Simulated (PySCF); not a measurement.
PySCF 2.14.0, MP2 (frozen core)/cc-pvdz: C[SiH2]C/C([SiH3])=C(/C)Cl, 21 atoms. The geometry is a generated start, not checked to be a minimum at this level.

```
Property                                              Result
-------------------------------  ---------------------------
task                                                     mp2
basis                                                cc-pvdz
two-electron scheme              exact four-centre integrals
frozen core                                             true
mf.init_guess                                minao (default)
mf.DIIS                                      CDIIS (default)
mf.diis_space                                    8 (default)
mf.conv_tol                                  1e-09 (default)
basis functions (reference run)                          189
```

On 4 threads, 1 BLAS thread. Build: conda-forge: OpenMP (GNU), OpenBLAS with its own threads, libcint, Libxc. One run each, on a shared machine, so no times are given.

Values of mol.max_memory tried: 8000 MB, 4000 MB, 2000 MB, 1000 MB, 500 MB, 300 MB, 200 MB.

### Question
Which of these memory settings still run, and by which path?

### Answer
It runs down to 200 MB, the lowest tried, with the same result. At 8000 MB: SCF integrals in memory, transformation in memory. From 1000 MB down: direct SCF, transformation through a file.

| mol.max_memory | path | peak memory |
|---|---|---|
| 8000 MB | SCF integrals in memory, transformation in memory | 1.9 GiB |
| 4000 MB | SCF integrals in memory, transformation in memory | 1.9 GiB |
| 2000 MB | SCF integrals in memory, transformation in memory | 1.9 GiB |
| 1000 MB | direct SCF, transformation through a file | 1.4 GiB |
| 500 MB | direct SCF, transformation through a file | 1.4 GiB |
| 300 MB | direct SCF, transformation through a file | 1.4 GiB |
| 200 MB | direct SCF, transformation through a file | 1.4 GiB |

Peak memory is the kernel's count for the largest process, libraries included and scratch files not. The peak passes the setting at 2000 MB, 1000 MB, 500 MB, 300 MB, 200 MB: it is no hard cap. MP2's transformation through a file may take 2000 MB even at lower settings.
